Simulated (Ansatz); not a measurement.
# A constructed model of the (0001) surface of hcp Ru, p(2x2) surface alloy, Mn on one Ru site of the top plane (bottom of the slab: a bare face, its two planes held)

Method: PBE (plane waves to 420 eV, PAW; Ansatz, a program for electronic structure).

Model: 24-atom slab, 10.7 Å thick at the start, 8x8x1 mesh, Fermi-Dirac 0.1 eV, dipole correction, 8 atoms held, the rest relaxed; held to the start's symmetry, so lower structures may exist; spin-polarised, ending with about 1.9 μB a cell; orders that need a larger cell were not tried, no spin-orbit, no U. It is one candidate, not shown to be the stable structure of the face.

```
Quantity                                        Result
-----------------------------  -----------------------
work function of the top face                  4.84 eV
energy released by relaxation                 0.096 eV
magnetic moment of the cell                    1.92 μB
cost                           roughly 23 core-minutes
```
